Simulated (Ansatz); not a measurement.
Take GaN in the wurtzite structure (space group P6_3mc, No. 186; a = 3.183 Å, c = 5.184 Å) as the base. Axes: x lies along a and z along c of the hexagonal cell.

Computed with Ansatz (a quantum-chemistry and plane-wave program), r2SCAN, PAW, cutoff 500 eV, scalar-relativistic without spin-orbit coupling.

Before the change:

* **Volume per atom**: 11.37 Å³
* **Band gap**: 2.35 eV
* **Valence-band top at Γ**: 0.00, 0.00, -0.04 eV
* **Gap character**: direct at Γ

It is then changed as follows: biaxial strain −1.22 %, plane normal [001], relaxed out of plane (Cartesian); in-plane vectors clamped, the third vector and the atoms free.

### Question
What does the calculation give for the volume per atom after the change?

### Answer
The volume per atom shrinks by 0.21 Å³ (11.37 Å³ → 11.16 Å³).

### Question
What happens to the band gap?

### Answer
The band gap rises by 0.05 eV to 2.40 eV.

### Question
How does this affect the valence-band top at Γ?

### Answer
The valence-band top at Γ (three highest levels, from the VBM) becomes 0.00, 0.00, -0.16 eV (base: 0.00, 0.00, -0.04 eV).

### Question
What does the calculation give for the gap character after the change?

### Answer
The gap character remains direct at Γ.

Stability against distortions was not tested.
